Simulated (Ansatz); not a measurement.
A zone-centre phonon calculation of LuPt₃ (Pm-3m, 4 atoms in the cell) with Ansatz (a first-principles code).

Method: LDA (PW92), default PAW files made with PBE (plane waves; Ansatz).

```
LuPt3
1.0
    4.02556     0.00000     0.00000
    0.00000     4.02556     0.00000
    0.00000     0.00000     4.02556
Lu Pt
1 3
Direct
  0.00000   0.00000   0.00000
  0.00000   0.50000   0.50000
  0.50000   0.00000   0.50000
  0.50000   0.50000   0.00000
```

Reference input (self-consistent single point, DFT, LDA (PW92), plane waves, default PAW files made with PBE): basis.ecutwfc = 420 eV; kpoints.mp_grid.grid = 8 8 8; hamiltonian.xc = lda; hamiltonian.pseudopotentials = {kind: paw} (the program's default PAW files); scf.occupations.method = fermi_dirac; scf.occupations.width = 0.1 eV. This run's input differs from it in these lines:

```diff
@@ -19,6 +19,5 @@
   occupations: { method: fermi_dirac, width: 0.1 }
-output:
-  forces: true
-  eigenvalues: true
-  stress: true
+  convergence: { dr2_threshold: 1.0e-11 eV }
+phonons:
+  method: dfpt
```

Output, abridged:

```
SCF iter   1: F=—  HF=-51232.283503 eV  |F-HF|=—  |Δ(HF+E_count)|=         —  Δρ=7.83e-3  dr2=4.70e-2  ethr=1.77e-3  ⟨swp⟩=6.4  Hψ=26602  notcnv=0
all-band conjugate gradients solve this SCF's bands
preconditioner: auto → Kerker (q_TF=auto, 2.817 Å⁻¹)
SCF iter   2: F=—  HF=-51232.275990 eV  |F-HF|=—  |Δ(HF+E_count)|=   7.51e-3  Δρ=4.28e-3  dr2=1.51e-2  ethr=5.95e-5  ⟨swp⟩=2.1  Hψ=12041  notcnv=0  defer=6
   [... lines left out ...]
SCF iter   9: F=—  HF=-51232.272776 eV  |F-HF|=—  |Δ(HF+E_count)|=   1.11e-9  Δρ=1.56e-6  dr2=2.38e-9  ethr=1.70e-11  ⟨swp⟩=2.5  Hψ=10538  notcnv=0  defer=13
SCF iter  10: F=—  HF=-51232.272776 eV  |F-HF|=—  |Δ(HF+E_count)|=   1.27e-9  Δρ=4.15e-7  dr2=1.32e-10  ethr=3.01e-12  ⟨swp⟩=2.2  Hψ=10906  notcnv=0  defer=13
SCF iter  11: F=—  HF=-51232.272776 eV  |F-HF|=—  |Δ(HF+E_count)|=  1.46e-11  Δρ=1.04e-7  dr2=6.21e-12  ethr=1.00e-12  ⟨swp⟩=12.7  Hψ=45826  notcnv=0
SCF iter  12: F=-51232.272776 eV  HF=-51232.272776 eV  |F-HF|=1.46e-11  |Δ(HF+E_count)|=    0.00e0  Δρ=3.81e-8  dr2=7.12e-13  ethr=1.00e-12  ⟨swp⟩=6.8  Hψ=32026  notcnv=0
SCF 1 converged in 12 iterations: F = -51232.272776 eV  dr2 = 7.12e-13
DFPT response loops at Γ: preconditioner auto → Kerker (q_TF=auto, 2.817 Å⁻¹) (partly filled bands, converged f_vac=0.000) …
Free energy (F): -51232.272776 eV
Internal energy: -51232.175820 eV  (E = F + TS)
E sigma→0 (E₀):  -51232.224298 eV
Entropy (-TS):   -0.096955 eV (-24.239 meV/atom)
Fermi energy:    21.754884 eV
--- Phonons (Γ-DFPT): 3 representative perturbations + reference, on 125 of 512 k-points (Σ response iterations 15) ---
  k mesh reduced under 8 symmetry operations, with k and −k counted as one. Each operation leaves every solved displacement unchanged or reverses it
  ASR residual: 5.699e-5 → 0.000e0 eV/Å²; symmetrization residual: 1.633e-6 eV/Å²
  ASR residual per site (eV/Å²): 5.70e-5 6.53e-6 6.53e-6 6.53e-6
  Γ frequencies (cm⁻¹): 0.00 0.00 0.00 118.02 118.02 118.02 120.34 120.34 120.34 164.92 164.92 164.92
  non-analytic LO–TO correction: not included (Born effective charges unavailable; polar crystals: no LO–TO splitting at Γ)
```

The run converged in 12 iterations. 

Summary of the result:
```
Quantity                                                                                                 Value
--------------------------------------------------------  ----------------------------------------------------
Free energy E − TS (on the zero of these files)                                                 -51232.2728 eV
Fermi level (on the code's own zero)                                                                  21.75 eV
Zone-centre frequencies (cm⁻¹; negative means imaginary)  0, 0, 0, 118, 118, 118, 120, 120, 120, 165, 165, 165
```

The starting cell comes from a database of computed structures (which also holds hypothetical and non-ambient phases and stackings), without a prior relaxation at this level. Its lattice was rescaled by up to half a per cent. Spin polarisation is off.

Cost on one core of a shared machine: roughly 4 min.

Keys are those of Ansatz 0.2.
